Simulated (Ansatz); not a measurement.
Start from PbTe in the rock salt structure (space group Fm-3m, No. 225; a = 6.534 Å).

Calculations: Kohn–Sham DFT with the r2SCAN functional, run in Ansatz (an electronic-structure program) with PAW and 500 eV plane waves, no spin-orbit coupling.

Base values:

The density is 7.97 g/cm³, the hole mass is 0.57 mₑ along k, 0.088 mₑ across (at L) and the band gap is 1.09 eV. The width of the top valence band is 2.77 eV.

Perturbation: a hydrostatic pressure of 0.9 GPa.

Predict the new density, hole mass, band gap and width of the top valence band.

The density grows by 0.16 g/cm³, from 7.97 g/cm³ to 8.13 g/cm³; the hole mass becomes 0.54 mₑ along k, 0.081 mₑ across (at L) (base: 0.57 mₑ along k, 0.088 mₑ across (at L)); the band gap shrinks by 0.04 eV to 1.05 eV; the width of the top valence band goes up by 0.13 eV (2.77 eV → 2.90 eV).

Spin-orbit coupling, missing from the scalar runs, can matter with Pb and Te. Load acts through the strain it causes; cell and atoms are relaxed under it. Masses are band curvatures over ±0.01 Å⁻¹ around the edge. Along k means along the line from Γ to the band edge. Stability against distortions was not tested.
